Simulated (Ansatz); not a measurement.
Input and output of a self-consistent single point for VFe3 (I4mm, 4 atoms in the cell) (Ansatz, a program for electronic structure).

Level of theory: LDA (PW92), default PAW files made with PBE (plane waves; Ansatz).

```yaml
crystal:
  lattice:
    - [-2.03346, 2.03346, 2.88264]
    - [2.03346, -2.03346, 2.88264]
    - [2.03346, 2.03346, -2.88264]
  atoms:
    - { symbol: V, position: [0.50867, 0.50867, 0.00000], spin: 2.0 }
    - { symbol: Fe, position: [0.75000, 0.25000, 0.50000], spin: 4.0 }
    - { symbol: Fe, position: [0.25000, 0.75000, 0.50000], spin: 4.0 }
    - { symbol: Fe, position: [0.00000, 0.00000, 0.00000], spin: 4.0 }
```
(The spins are starting values, not results.)

Reference input (self-consistent single point, DFT, LDA (PW92), plane waves, default PAW files made with PBE): basis.ecutwfc = 30.9 Ry; kpoints.mp_grid.grid = 8 8 8; hamiltonian.xc = lda; hamiltonian.pseudopotentials = {kind: paw} (the program's default PAW files); magnetization.spin_polarized = true; scf.occupations.method = gaussian; scf.occupations.width = 0.0073 Ry. This run's input differs from it in these lines:

Ansatz 0.2 input:
```diff
@@ -13,3 +13,3 @@
 kpoints:
-  mp_grid: { grid: [8, 8, 8] }
+  mp_grid: { grid: [13, 13, 13] }
 hamiltonian:
@@ -20,3 +20,3 @@
 scf:
-  occupations: { method: gaussian, width: 0.0073 Ry }
+  occupations: { method: gaussian, width: 0.0007 Ry }
 output:
```

Output (repeated stretches shortened):

```
SCF iter   1: F=—  HF=-16124.469601 eV  |F-HF|=—  |Δ(HF+E_count)|=         —  Δρ=2.65e-1 (↑2.65e-1 ↓1.43e-1)  dr2=7.06e0  dr2_m=1.75e1  M=5.439 μB ∫|m|=6.128 μB  β_m=0.30  ethr=3.10e-3  ⟨swp⟩=5.3  Hψ=57439  notcnv=0
Mixer restart at iter 1: flushing history
all-band conjugate gradients solve this SCF's bands
preconditioner: auto → Kerker (q_TF=auto, 2.843 Å⁻¹)
spin=Collinear: Kerker preconditioning applied to the charge; magnetization (m = ρ↑ − ρ↓) channel mixes plain (no charge-response kernel on spin).
   [... lines left out ...]
SCF iter  13: F=—  HF=-16120.581674 eV  |F-HF|=—  |Δ(HF+E_count)|=   1.19e-9  Δρ=5.09e-6 (↑1.57e-6 ↓5.09e-6)  dr2=2.05e-8  dr2_m=1.58e-9  M=4.905 μB ∫|m|=6.612 μB  β_m=0.95  ethr=8.90e-11  ⟨swp⟩=2.1  Hψ=28553  notcnv=0  defer=2017
SCF iter  14: F=-16120.581674 eV  HF=-16120.581674 eV  |F-HF|=9.34e-8  |Δ(HF+E_count)|=   4.63e-9  Δρ=9.72e-6 (↑3.96e-6 ↓9.72e-6)  dr2=9.85e-8  dr2_m=4.25e-9  M=4.905 μB ∫|m|=6.612 μB  ethr=3.37e-11  ⟨swp⟩=6.9  Hψ=65436  notcnv=0
SCF 1 converged in 14 iterations: F = -16120.581674 eV  dr2 = 9.85e-8
WARN: the starting moments were not kept: 1 of 4 ended reversed and 3 kept their direction, counting a site from 0.1 μB …
Magnetization: 4.9049 μB (32.9524 up, 28.0476 down)
   [... lines left out ...]
Absolute magnetization: 6.6121 μB (∫|ρ↑−ρ↓|, with the PAW one-centre terms)
Free energy (F): -16120.581674 eV
Fermi energy:    17.825153 eV
   [... lines left out ...]
  atom   4  Fe     0.00000000     0.00000000     0.14334024
--- Stress (GPa, compression-positive) ---
      -21.404954       0.000000       0.000000
        0.000000     -21.404954       0.000000
        0.000000      -0.000000     -21.613839
  P = ⅓ Tr σ = -21.4746 GPa (-214.746 kbar)
  The stress holds the Pulay correction. Without it, at fixed plane waves, as pw.x and ABINIT print it: P = -21.6277 GPa
```

The run converged in 14 iterations. Against the reference run the free energy hardly moves (within 1 meV/atom), the pressure goes from -21.14 to -21.47 GPa, the largest force moves little (0.328 to 0.320 eV/Å) and the size of the net moment moves little (1.25 to 1.23 μB/atom).

The starting cell comes from a database of computed structures (which also holds hypothetical and non-ambient phases and stackings), without a prior relaxation at this level. Its lattice was rescaled by up to half a per cent. One atom was moved a little off its site on purpose. The magnetic order is the one reached from the typed start; others were not searched systematically. The program warned that a starting moment was not kept. With a pressure of about -21 GPa the cell is away from its equilibrium volume at this level. Ansatz's pressure includes its estimate of the finite-basis (Pulay) stress.

Cost on one core of a shared machine: roughly 2 min.
